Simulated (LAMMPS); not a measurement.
MD of Si (diamond structure) at zero pressure, 1000 atoms, as a crystal; each row is its own run.

Model: classical MD, pair style meam/spline, file Si_2.meam.spline, run in LAMMPS.

```
T (K)  enthalpy (eV/atom)
-----  ------------------
200               -4.5781
300               -4.5511
760               -4.4266
1270              -4.2910
1520              -4.2220
1770              -4.1547
2020              -4.0814
```

Fit a straight line, y = a + b x, to these rows (x is the first column, y the second) and predict the run at x = 1010.

Least squares gives a = -4.6331 and b = 0.0002713. At x = 1010 the fit predicts -4.3591 eV/atom. The run itself gave -4.3596 ± 0.0002 eV/atom, so the fit is 0.5 meV/atom high.
